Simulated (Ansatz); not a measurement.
Consider the following.

End structure of a constructed model of the (111) surface of fcc Ag, p(2x2) layer of I, one a cell, on the site that continues the host's stacking (bottom of the slab: a bare face, its two planes held):

```yaml
crystal:
  lattice:
    - [5.86677, 0.00000, 0.00000]
    - [-2.93338, 5.08077, 0.00000]
    - [0.00000, 0.00000, 30.50000]
  atoms:
    - { symbol: Ag, position: [0.16667, 0.83333, 0.26388] }
    - { symbol: Ag, position: [0.16667, 0.33333, 0.26388] }
    - { symbol: Ag, position: [0.66667, 0.83333, 0.26388] }
    - { symbol: Ag, position: [0.66667, 0.33333, 0.26388] }
    - { symbol: Ag, position: [0.33333, 0.66667, 0.34241] }
    - { symbol: Ag, position: [0.33333, 0.16667, 0.34241] }
    - { symbol: Ag, position: [0.83333, 0.66667, 0.34241] }
    - { symbol: Ag, position: [0.83333, 0.16667, 0.34241] }
    - { symbol: Ag, position: [0.50000, 0.50000, 0.42054] }
    - { symbol: Ag, position: [0.49991, 0.99995, 0.42031] }
    - { symbol: Ag, position: [0.00005, 0.50009, 0.42031] }
    - { symbol: Ag, position: [0.00005, 0.99995, 0.42031] }
    - { symbol: Ag, position: [0.66733, 0.33267, 0.49871] }
    - { symbol: Ag, position: [0.66733, 0.83465, 0.49871] }
    - { symbol: Ag, position: [0.16535, 0.33267, 0.49871] }
    - { symbol: Ag, position: [0.16667, 0.83333, 0.49841] }
    - { symbol: Ag, position: [0.83333, 0.16667, 0.57893] }
    - { symbol: Ag, position: [0.83530, 0.66765, 0.57637] }
    - { symbol: Ag, position: [0.33235, 0.16470, 0.57637] }
    - { symbol: Ag, position: [0.33235, 0.66765, 0.57637] }
    - { symbol: Ag, position: [0.99766, 0.00234, 0.65557] }
    - { symbol: Ag, position: [0.99766, 0.49532, 0.65557] }
    - { symbol: Ag, position: [0.50468, 0.00234, 0.65557] }
    - { symbol: Ag, position: [0.50000, 0.50000, 0.65199] }
    - { symbol: I, position: [0.16667, 0.83333, 0.73256] }
```

Set-up: 25 atoms, 14.4 Å thick at the start with caps and adatoms; mesh 8x8x1; 0.1 eV smearing; dipole correction on; 8 atoms held, the rest relaxed; held to the start's symmetry, so lower structures may exist; no spin, no spin-orbit, no U. It is one candidate, not shown to be the stable structure of the face.

Q: What is the computed work function of the top face (PBE (Ansatz, an electronic-structure program))?

A: 4.94 eV
